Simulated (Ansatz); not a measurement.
Abridged Ansatz (a program for electronic structure) output:

```
Relaxation: its limit of steps is 50 (relax.max_steps)
Pseudopotential: Au, paw, valence charge 19
Crystal: 1 atoms, lattice volume = 17.014 Å³
Basis set: ecut = 420 eV, 331 PW (Γ), exchange–correlation on 40×40×40 points (8 copies of the dense FFT grid, shifted against one another)
Bands: 14, of which v1, the nominal top of the filled ones, is band 10 counted from 1 (9 counted from 0)
Symmetry: 8 space group operations
k-points: 3060 of 21952
Functional: x = pbesol(κ = 0.804, μ = 0.12345679012345678), c = pbesol(β = 0.046)
SCF iter   1: F=—  HF=-13007.105133 eV  |F-HF|=—  |Δ(HF+E_count)|=         —  Δρ=6.35e-3  dr2=6.36e-3  ethr=1.77e-3  ⟨swp⟩=4.7  Hψ=215896  notcnv=0
SCF iter   2: F=—  HF=-13007.103651 eV  |F-HF|=—  |Δ(HF+E_count)|=   1.48e-3  Δρ=2.78e-3  dr2=1.13e-3  ethr=3.35e-5  ⟨swp⟩=1.0  Hψ=67350  notcnv=0
SCF 1 converged in 6 iterations: F = -13007.103338 eV  dr2 = 2.94e-11
relax step   1: F+E_penalty+E_count = -13007.10333769 eV  Δ(F+E_penalty+E_count) = +0.000e0 eV  max|allowed force component| = 0.000e0 eV/Å  Δτ_max = 0.0000 Å  (6 SCF iters, accepted)
SCF converged after 6 iterations
Free energy (F): -13007.103338 eV
Internal energy: -13007.094320 eV  (E = F + TS)
E sigma→0 (E₀):  -13007.098829 eV
Entropy (-TS):   -0.009018 eV (-9.018 meV/atom)
Fermi energy:    20.512958 eV
--- Forces (eV/Å), atoms counted from 1 ---
  atom   1  Au    -0.00000000     0.00000000     0.00000000
--- Stress (GPa, compression-positive) ---
        0.138468      -0.846924      -0.000000
       -0.846924       0.138468      -0.000000
       -0.000000      -0.000000      -0.008711
  P = ⅓ Tr σ = 0.0894 GPa (0.894 kbar)
--- Relaxed structure (1 steps of the walk, 1 accepted, 0 SCFs on fresh bases) ---
  atoms:
    - { symbol: Au, position: [0.0, 0.0, 0.0] }
```

Problem. What was computed, and what are the main results?

Solution. Au, 1 atom in the cell, with PBEsol (Ansatz), no spin-orbit coupling. The last SCF converged to F = -13007.103338 eV, or -13007.1033 eV per atom, at a pressure of 0.09 GPa. The total energy compares only with runs of the same code, potentials and settings.

The cells carry an imposed strain or load. Whether these cells are dynamically stable was not tested. The cell was made from Au in the fcc (Cu type) structure (space group Fm-3m, No. 225) by this change: tensor shear ε_xy = +1.14 %.

Keys are those of Ansatz 0.2.
